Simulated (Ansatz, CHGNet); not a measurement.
# TiAl₃ (I4/mmm, No. 139): properties by level of theory

```tsv
level (code)	lattice parameter a (Å)	lattice parameter c (Å)
CHGNet 0.3.0	3.847	[?]
CHGNet-r²SCAN	3.816	8.570
PBEsol (Ansatz)	3.816	[?]
```

Fill in the missing entries.


- CHGNet 0.3.0, lattice parameter c (Å): 8.627
- PBEsol (Ansatz, an electronic-structure program), lattice parameter c (Å): 8.552

Ansatz's density-functional and Hartree–Fock values are scalar-relativistic unless marked +SOC, with PAW data made under PBE.

Computed values are for the static lattice.
